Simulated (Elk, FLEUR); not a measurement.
A FLEUR input for a self-consistent single point of ZnS (F-43m, 2 atoms in the cell) (DFT, LDA (Perdew-Zunger), all-electron FLAPW (FLEUR), scalar-relativistic valence):

Input of the input generator:

```
ZnS
&input film=f /
-0.0000000000 5.0837090951 5.0837090951
5.0837090951 -0.0000000000 5.0837090951
5.0837090951 5.0837090951 -0.0000000000
1.0
1.0 1.0 1.0

2
30 0.0000000000 0.0000000000 0.0000000000
16 0.2500000000 0.2500000000 0.2500000000

&comp jspins=1 /
&exco xctyp='pz' /
&kpt div1=11 div2=11 div3=11 /
&end /
```

```xml
<?xml version="1.0" encoding="UTF-8" standalone="no"?>
<fleurInput fleurInputVersion="0.39">
   <comment>
      ZnS                                                                                                 
   </comment>
   <calculationSetup>
      <cutoffs Kmax="4.0" Gmax="14.0" GmaxXC="14.0" numbands="0"/>
      <scfLoop itmax="60" minDistance="0.00001" maxIterBroyd="40" imix="Anderson" alpha="0.05" precondParam="0.0" spinf="2.0"/>
      <coreElectrons ctail="T" frcor="F" kcrel="0" coretail_lmax="0"/>
      <xcFunctional name="pz" relativisticCorrections="F"/>
      <magnetism jspins="1"/>
      <soc l_soc="F" theta="0.0" phi="0.0" spav="F"/>
      <expertModes spex="0" secvar="F"/>
      <geometryOptimization l_f="T" forcealpha="1.0" forcemix="BFGS" epsdisp="0.00001" epsforce="0.00001"/>
      <ldaU l_linMix="F" mixParam="0.05" spinf="1.0"/>
   </calculationSetup>
   <cell>
      <bzIntegration valenceElectrons="18.0" mode="hist" fermiSmearingEnergy="0.00036749">
         <kPointListSelection listName="default-1"/>
         <!-- k-points included here -->
         <xi:include xmlns:xi="http://www.w3.org/2001/XInclude" href="kpts.xml"> </xi:include>
      </bzIntegration>
      <!-- symmetry operations included here -->
      <xi:include xmlns:xi="http://www.w3.org/2001/XInclude" href="sym.xml"> </xi:include>
      <bulkLattice scale="1.0">
         <bravaisMatrix>
            <row-1>    0.0000000000000000     5.0837090950999997     5.0837090950999997</row-1>
            <row-2>    5.0837090950999997     0.0000000000000000     5.0837090950999997</row-2>
            <row-3>    5.0837090950999997     5.0837090950999997     0.0000000000000000</row-3>
         </bravaisMatrix>
      </bulkLattice>
   </cell>
   <atomSpecies>
      <species name="Zinc (Zn)" element="Zn" atomicNumber="30">
         <mtSphere radius="2.49" gridPoints="859" logIncrement="0.014"/>
         <atomicCutoffs lmax="10" lnonsphr="8"/>
         <electronConfig flipSpins="F">
            <coreConfig>(1s1/2) (2s1/2) (2p1/2) (2p3/2) (3s1/2) (3p1/2) (3p3/2)</coreConfig>
            <valenceConfig>(4s1/2) (3d3/2) (3d5/2)</valenceConfig>
         </electronConfig>
         <energyParameters s="4" p="4" d="3" f="4"/>
         <lo type="HELO" l="2" n="4" eDeriv="0"/>
      </species>
      <species name="Sulfur (S)" element="S" atomicNumber="16">
         <mtSphere radius="1.62" gridPoints="559" logIncrement="0.02"/>
         <atomicCutoffs lmax="6" lnonsphr="4"/>
         <electronConfig flipSpins="F">
            <coreConfig>(1s1/2) (2s1/2) (2p1/2) (2p3/2)</coreConfig>
            <valenceConfig>(3s1/2) (3p1/2) (3p3/2)</valenceConfig>
            <stateOccupation state="(3p1/2)" spinUp="0.6666666666667" spinDown="0.6666666666667"/>
            <stateOccupation state="(3p3/2)" spinUp="1.3333333333333" spinDown="1.3333333333333"/>
         </electronConfig>
         <energyParameters s="3" p="3" d="3" f="4"/>
      </species>
   </atomSpecies>
   <atomGroups>
      <atomGroup species="Zinc (Zn)">
         <relPos label="                   1">.0000000000 .0000000000 .0000000000</relPos>
         <force calculate="T" relaxXYZ="TTT"/>
      </atomGroup>
      <atomGroup species="Sulfur (S)">
         <relPos label="                   2">1.000/4.000 1.000/4.000 1.000/4.000</relPos>
         <force calculate="T" relaxXYZ="TTT"/>
      </atomGroup>
   </atomGroups>
   <output dos="F" band="F" slice="F">
      <checks vchk="F" cdinf="F"/>
      <bandDOS minEnergy="-.5*Htr" maxEnergy="0.5*Htr" sigma="0.015" storeEVData="T"/>
      <vacuumDOS vacdos="F" integ="F" star="F" nstars="0" locx1="0.0" locy1="0.0" locx2="0.0" locy2="0.0" nstm="0" tworkf="0.0"/>
      <unfoldingBand unfoldBand="F" supercellX="1" supercellY="1" supercellZ="1"/>
      <plotting iplot="0" polar="F">
         <plot TwoD="T" vec1="  1.0  0.0  0.0" vec2="  0.0  1.0  0.0" vec3="  0.0  0.0  1.0" zero="  0.0  0.0  0.0" file="plot"/>
      </plotting>
      <chargeDensitySlicing numkpt="0" minEigenval="0.0" maxEigenval="0.0" nnne="0" pallst="F"/>
      <specialOutput eonly="F"/>
      <magneticCircularDichroism mcd="F" energyLo="-10.0" energyUp="0.0"/>
   </output>
  <!-- We include the file relax.xml here to enable relaxations (see documentation) -->
  <xi:include xmlns:xi="http://www.w3.org/2001/XInclude" href="relax.xml"> <xi:fallback/> </xi:include>
</fleurInput>
```

Q: Write the same calculation as an input for Elk.

A: This is the input that was run; spellings and numerical settings could be chosen otherwise.

```
tasks
  0

xctype
  3

tforce
  .true.

rgkmax
  8.0

gmaxvr
  18.0

lmaxapw
  10

lmaxo
  8

nxlo
  2

lorbcnd
  .true.

lradstp
  2

nrmtscf
  2.0

rmtscf
  0.9

lmaxi
  4

stype
  3

swidth
  0.000367493

scale
  1.889726125

avec
    0.0000000000    2.6901830000    2.6901830000
    2.6901830000    0.0000000000    2.6901830000
    2.6901830000    2.6901830000    0.0000000000

atoms
  2   : nspecies
  'Zn.in'   : spfname
  1   : natoms; atposl, bfcmt below
  0.0000000000  0.0000000000  0.0000000000    0.0 0.0 0.0
  'S.in'   : spfname
  1   : natoms; atposl, bfcmt below
  0.2500000000  0.2500000000  0.2500000000    0.0 0.0 0.0

ngridk
  11 11 11
```

Basis settings and potentials, where a program has them, do not carry over. This input uses DFT, LDA (PW92), all-electron FP-LAPW, Elk's shipped species files, APW+lo basis with extra local orbitals. LDA parametrisations can differ slightly between programs. Both were run: gap on the mesh 1.913 eV in FLEUR and 1.915 in Elk.

On Elk: the starting cell comes from a database of computed structures (which also holds hypothetical and non-ambient phases and stackings), without a prior relaxation at this level. Its lattice was rescaled by a random factor within 2.5 % of one. Values depend on the basis (sphere radii, cutoffs, local orbitals), which need not be converged.

On FLEUR: the starting cell comes from a database of computed structures (which also holds hypothetical and non-ambient phases and stackings), without a prior relaxation at this level. Its lattice was rescaled by a random factor within 2.5 % of one. Values depend on the basis (sphere radii, cutoffs, local orbitals), which need not be converged.
